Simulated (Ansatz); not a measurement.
The reference is SnO2 in the rutile structure (space group P4_2/mnm, No. 136; a = 4.828 Å, c = 3.238 Å).

The values are results of PBE (Ansatz, an electronic-structure program), spin-orbit coupling left out, earlier PAW set, not measurements.

Perturbation: full substitution Sn → Ir, then cell and atoms are relaxed.

Measured lattice parameter a: SnO2 4.73735 Å (room temperature; as listed in Zenji Hiroi, Progress in Solid State Chemistry (2015)); IrO2 4.5051 Å (room temperature; as listed in Zenji Hiroi, Progress in Solid State Chemistry (2015)).

How well does PBE reproduce the measured shift?

With PBE the lattice parameter a moves by -0.298 Å (4.828 → 4.529) against -0.232 Å measured.

Whether these cells are dynamically stable was not tested. No Hubbard U is applied, and correlation can decide whether such a compound is a metal. All final runs are without spin polarisation.
